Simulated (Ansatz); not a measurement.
TiAs (P6₃/mmc, No. 194) was calculated with LDA in Ansatz (plane waves, PAW).

Numerical settings: plane-wave cutoff 520 eV, 18×18×6 k mesh (along the axes of the cell as run), Fermi–Dirac smearing 0.05 eV, no spin polarisation, scalar-relativistic PAW data made under PBE.

Cell (relaxed at this level):

```yaml
crystal:
  lattice:
    - [1.78325, -3.08868, 0.00000]
    - [1.78325, 3.08868, 0.00000]
    - [0.00000, 0.00000, 11.85469]
  atoms:
    - { symbol: Ti, position: [0.33333, 0.66667, 0.11701] }
    - { symbol: Ti, position: [0.66667, 0.33333, 0.61701] }
    - { symbol: Ti, position: [0.66667, 0.33333, 0.88299] }
    - { symbol: Ti, position: [0.33333, 0.66667, 0.38299] }
    - { symbol: As, position: [0.00000, 0.00000, 0.00000] }
    - { symbol: As, position: [0.00000, 0.00000, 0.50000] }
    - { symbol: As, position: [0.33333, 0.66667, 0.75000] }
    - { symbol: As, position: [0.66667, 0.33333, 0.25000] }
```

Question: Predict the bulk modulus and pressure derivative B′ of the bulk modulus.

Answer: 
- bulk modulus: 138 GPa
- pressure derivative B′ of the bulk modulus: 4.2

The run finds no gap.

Note: the volume lies 7 % below that of the published cell; the bulk modulus comes from volumes at which shape and atoms were relaxed.

The computed numbers hold no vibrational or temperature effects.

Computing time: around 40 core-minutes (rough).

Ansatz is a program for electronic structure.
